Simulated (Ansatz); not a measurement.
Cell and atoms of amorphous Si$_{30}$N$_{36}$C$_{3}$:

```
CN12Si10
1.0
    9.18315     0.07043     0.07598
    0.07043     9.72143    -0.20164
    0.07598    -0.20164     8.63672
Si N C
30 36 3
Cartesian
  8.47531   1.89608   8.46915
  7.41974   7.30304   1.99095
  2.27590   2.01929   5.09148
  8.69360   1.74614   5.50112
  7.04856   5.59111   4.71242
  4.40142   7.88595   1.25588
  8.87467   6.51734   6.23717
  0.70427   6.65211   0.34255
  3.48237   4.64943   4.64025
  1.17834   8.81303   4.95124
  5.11931   5.59175   2.68751
  7.09173   2.79792   3.45362
  5.89767   2.98804   0.81023
  1.90776   2.58925   8.46109
  8.65866   4.47861   1.63694
  3.16306   5.16147   1.31785
  6.79405   9.51659   4.19562
  8.20002   9.31922   6.81760
  3.81922   3.76072   7.21704
  3.44249   1.32812   1.78335
  6.20162   9.71763   0.36427
  3.97097   7.84541   4.26901
  2.81400   6.75157   6.68633
  5.79178   7.77382   6.55818
  0.41212   4.13306   3.81346
  1.85634   7.79146   2.26034
  1.60811   9.62830  -0.10373
  4.70103   2.09870   3.76912
  8.50304   9.16659   2.61434
  6.71878   3.38352   6.58558
  4.20543   7.69609   7.41338
  3.23226   1.28915   3.77655
  3.46015   8.33533   2.65855
  2.87928   4.09938   0.07354
  5.41746   8.53967   4.96335
  8.23815   2.76156   6.90689
  2.59158   7.88457   5.34892
  1.02316   0.86212   5.34446
  1.99938   1.37814   0.88552
  5.53134   3.44241   7.80175
  4.01629   4.15233   2.51608
  6.06456   8.33175   1.42478
  6.17637   1.30099   3.61304
  6.97942   6.45667   6.23111
  0.78561   8.41585   3.37083
  3.51243   5.21643   6.32035
  1.07036   8.28692   0.78272
  0.10445   0.35937   7.97205
  7.06967   3.73110   1.93611
  4.38202   0.36996   0.51678
  8.34998   6.09893   0.95120
  6.64242   6.20858   3.15129
  4.55670   6.17295   1.15170
  1.79901   6.10696   1.65815
  0.22747   3.25417   0.43424
  9.12096   8.18129   5.98604
  2.71657   2.41791   6.79288
  4.75681   3.42141   4.94590
  6.85571   1.58516   0.46240
  7.46596   0.59766   5.77701
  8.66211   2.72808   4.09014
  8.80739   5.41354   4.89414
  4.09879   6.12203   3.97947
  6.80405   8.72305   7.57293
  1.97406   3.69821   4.44184
  1.12486   6.24459   7.30374
  4.50533   2.84031   2.02724
  6.21738   3.84549   4.86942
  3.71744   8.67175   8.47968
```

Methods: PBE, scalar-relativistic without spin-orbit coupling (Ansatz, a quantum-chemistry and plane-wave program); r2SCAN, scalar-relativistic without spin-orbit coupling (Ansatz); HSE06, scalar-relativistic without spin-orbit coupling (Ansatz). Neutral PBE cell, which sets geometry, pressure and energy: sampling: a 2×2×2 Γ-centred mesh; Fermi-Dirac width 0.02 eV; no spin polarisation. Exact exchange is cut at the faces of this 9 Å cell, which leaves hybrid gaps a finite-size error.

A CHGNet melt-quench gave the starting glass, which DFT then relaxed. N atoms were pushed apart under 1.9 Å during the dynamics, to hinder bonds among them. The hot cell started wider than the set density and was brought back towards it in steps. It is the lowest in DFT energy of 2 quenches. It is a model cell: composition and starting density were chosen by hand, and all elements were melted together. No dispersion term was used. Its density started from a set value of 2.98 and ended at 2.98 g/cm³. Cooling (nominally 380 K/ps over its main leg) ran many orders faster than in experiment, which tends to leave more defects and strain. One small periodic cell is one sample of the glass; other quenches scatter about these values. The volume was held where the preparation left it and the shape relaxed.

### Question
Give the pressure, the energy against reference phases and the spacing of the highest filled and lowest empty levels.

### Answer

The pressure on a 2×2×2 Γ-centred mesh comes out as 3.35 GPa. The largest force and stress component on that mesh (the relaxation ran on the zone centre alone) is 0.22 eV/Å and 3.4 GPa, the energy relative to beta Si3N4 + 6H silicon carbide (lowest mix at this level among the phases computed, not always the ambient ones) is 0.460 eV/atom and the level gap on a 2×2×2 Γ-centred mesh (PBE) is 1.23 eV. The level gap at the zone centre (PBE) is 1.24 eV and the level gap at the zone centre (r2SCAN) comes out as 1.48 eV. The level gap at the zone centre (HSE06) comes out as 2.06 eV and the distance between the nearest levels spread over more than a fifth of the atoms or a third of the atoms of their main element (six at least) (PBE, zone centre) is 2.05 eV.

### Question
At PBE and the zone centre, how localised are the states just below and above the Fermi level (participation number: the atoms over which a state spreads)?

### Answer
The highest filled state is spread over 5.2 atoms' worth, largest on Si29, with weights by element (charge in smoothed Voronoi cells) Si 0.66, N 0.34, C 0.00. The lowest empty state is spread over 20.1 atoms' worth, largest on Si27, with weights by element (charge in smoothed Voronoi cells) Si 0.54, N 0.37, C 0.09.

At PBE the levels at the filled edge of the gap are localised (band-tail or defect states), and the nearest spread-out levels lie 2.0 eV apart at the zone centre.

Cut-offs for bonds: Si-Si 2.60 Å, Si-N 2.08 Å, Si-C 2.19 Å, N-N 1.70 Å, N-C 1.76 Å, C-C 1.78 Å. Two cations that share two anions don't count as bonded, nor two that share one unless they lie closer than Si-Si 2.38 Å, Si-C 2.00 Å, C-C 1.63 Å.

Added carriers, by PBE, scalar-relativistic without spin-orbit coupling in Ansatz on the zone centre alone. Charged cells keep the cell fixed and stand in a uniform background, with no image correction, at a width of 0.01 eV; where the count is odd the moment is locked at 1 μB, unless the neutral cell bore moments. Each starts from the undistorted neutral geometry alone. PBE's self-interaction favours spread-out carriers, so it can miss traps that a hybrid finds.

### Question
What happens at PBE when the cell takes an extra electron and the atoms relax?

### Answer
Relaxation lowers the charged cell by 0.65 eV. The largest moves are Si30 0.47 Å, N44 0.16 Å, N60 0.11 Å, N36 0.10 Å. The level that holds the added charge spreads over 9.6 atoms' worth, most on Si30 (weight 0.26): a partly localised carrier. No bond crosses its cut-off with a change of over 0.15 Å. Made neutral again at that geometry, the cell lies +0.68 eV from the neutral start (a closed shell was imposed there, with levels 0.19 eV apart, so this is an upper bound).

### Question
What happens at PBE when the cell takes a hole and the atoms relax?

### Answer
Relaxation lowers the charged cell by 0.52 eV. The largest moves are Si29 0.29 Å, Si2 0.14 Å, Si17 0.10 Å, N47 0.09 Å. The level that was emptied spreads over 4.8 atoms' worth, most on Si29 (weight 0.43): a localised (trapped) carrier, which neighbours of that atom can share. No bond crosses its cut-off with a change of over 0.15 Å. Made neutral again at that geometry, the cell lies +0.53 eV from the neutral start (a closed shell was imposed there, with levels 0.29 eV apart, so this is an upper bound).

A PBE run started with 1 μB on atoms that lack a bond or may hold spare charge lost its moments; other starts weren't tried.
